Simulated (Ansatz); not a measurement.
H interstitial started on O in rock-salt MgO (start: bound to O, open side; 64-site cell, 2×2×2 shifted sampling). Computed with PBE, PAW (plane waves to 420 eV; Ansatz, a program for electronic structure). Total energies of the localised charge states, counted from that of charge +1, and their image corrections (point charge with alignment); the host's valence-band maximum lies at 7.775 eV on the cells' energy zero and its gap is 4.46 eV.

| charge | moment (μB) | E − E(first) (eV) | correction (eV) |
|---|---|---|---|
| +1 | not spin-polarised | 0.000 | 0.247 |
| 0 | 1.0 | 12.154 | 0.000 |
| −1 | not spin-polarised | 22.779 | 0.158 |

Problem. Derive the transition levels above the valence-band maximum and say which of them are thermodynamic.

Solution. A level is the Fermi energy at which two charges have equal formation energy: ε(q/q′) = [E(q′) + corr(q′) − E(q) − corr(q)] / (q − q′) − E_VBM.
ε(+1/0) = [(12.154 + 0.000) − (0.000 + 0.247)] / 1 − 7.775 = 4.13 eV
ε(0/−1) = [(22.779 + 0.158) − (12.154 + 0.000)] / 1 − 7.775 = 3.01 eV
Charge 0 lies above the lower envelope where its neighbours cross, so the level that counts is ε(+1/−1) = [(22.779 + 0.158) − (0.000 + 0.247)] / 2 − 7.775 = 3.57 eV.
Thermodynamic levels at least 0.1 eV inside the gap: (+1/−1) at 3.57 eV. They hold to tenths of an eV in this cell. Only the charges listed were compared. The geometries come from one start.
